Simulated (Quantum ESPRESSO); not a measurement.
# Short convergence ladders for MgSc (P4mm, 2 atoms in the cell)

```xyz
2
Lattice="3.6144 0.0000 0.0000 0.0000 3.6144 0.0000 0.0000 0.0000 3.6144" Properties=species:S:1:pos:R:3 pbc="T T T"
Mg     0.0000     0.0000     0.0500
Sc     1.8072     1.8072     1.8072
```

Base method: PBEsol, GBRV 1.5 ultrasoft (PBESOL) pseudopotentials (plane waves; Quantum ESPRESSO).

Base settings: ecutwfc = 50 Ry; ecutrho = 400 Ry; occupations = smearing; smearing = gauss; degauss = 0.0073499 Ry; potentials = {Mg: mg_pbesol_v1.4.uspp.F.UPF, Sc: sc_pbesol_v1.uspp.F.UPF}; K_POINTS = automatic 3 3 3 0 0 0; conv_thr = 1e-09 Ry; mixing_beta = 0.7.

The count of work is k-points × plane waves × bands × iterations; it is no time. 

**The cutoff for other potential files**

Level: DFT, PBEsol, plane waves, PseudoDojo standard norm-conserving (PBESOL) pseudopotentials.

In this ladder: ecutrho = default; pseudopotentials = {Mg: Mg.upf, Sc: Sc.upf}.

The second cell is the first with its lattice scaled by 0.98.

The mesh stays at the base's, so the ladder's end is converged at best in this setting alone.

Only quantities that move along the ladder and can be compared are tabulated.

```csv
ecutwfc,free energy less the last step's (meV/atom),energy of the compressed cell less the first (meV/atom),pressure (GPa),largest difference of a force vector from the last step's (eV/Å),count of work / last
38 Ry,11089.81,91.72,-248.31,0.072,0.11
47 Ry,3119.89,40.13,-105.40,0.016,0.16
59 Ry,360.10,-15.44,-22.00,0.006,0.21
72 Ry,14.02,-7.12,-3.53,0.000,0.28
85 Ry,0.78,-6.87,-2.19,0.001,0.35
102 Ry,0.45,-6.88,-2.18,0.001,0.47
128 Ry,0.23,-6.88,-2.19,0.001,0.65
170 Ry,0.00,-6.88,-2.19,0.000,1.0
```

Coarsest ecutwfc that holds the energy of the compressed cell less the first within 2 meV/atom of the last step, with all finer ones: 72 Ry, at 0.28 of the last step's count of work; the step before is off by 8.6 meV/atom.

Coarsest ecutwfc that holds the forces within 0.01 eV/Å of the last step, with all finer ones: 59 Ry, at 0.21 of the last step's count of work; the step before is off by 0.016 eV/Å.

Coarsest ecutwfc that holds the pressure within 0.05 GPa of the last step, with all finer ones: 85 Ry, at 0.35 of the last step's count of work; the step before is off by 1.3 GPa.

The energy difference between the two cells stays within 1 meV/atom of the last step's from 72 Ry on, the total only from 85 Ry on: much of the error is common to both cells and cancels.

At the lowest cutoff the pressure lies 246 GPa under the last step's, the usual sign of Pulay stress in an incomplete plane-wave basis.

**The density cutoff**

The mesh stays at the base's, so the ladder's end is converged at best in this setting alone.

Only quantities that move along the ladder and can be compared are tabulated.

```csv
ecutrho,free energy less the last step's (meV/atom),pressure (GPa)
100 Ry,-1.89,-2.16
150 Ry,-0.17,-2.26
200 Ry,0.02,-2.26
250 Ry,0.01,-2.27
300 Ry,0.00,-2.27
400 Ry,-0.01,-2.27
500 Ry,-0.01,-2.27
600 Ry,0.00,-2.27
800 Ry,0.00,-2.27
```

Coarsest ecutrho that holds the free energy within 0.5 meV/atom of the last step, with all finer ones: 150 Ry; the step before is off by 1.9 meV/atom.

Coarsest ecutrho that holds the pressure within 0.05 GPa of the last step, with all finer ones: 150 Ry; the step before is off by 0.11 GPa.

On the base run: the starting cell comes from a database of computed structures (which also holds hypothetical and non-ambient phases and stackings), without a prior relaxation at this level. Its lattice was rescaled by up to half a per cent. One atom was moved a little off its site on purpose. Without a gap this mesh is coarse (it stands for a supercell whose shortest vector is 11 Å).
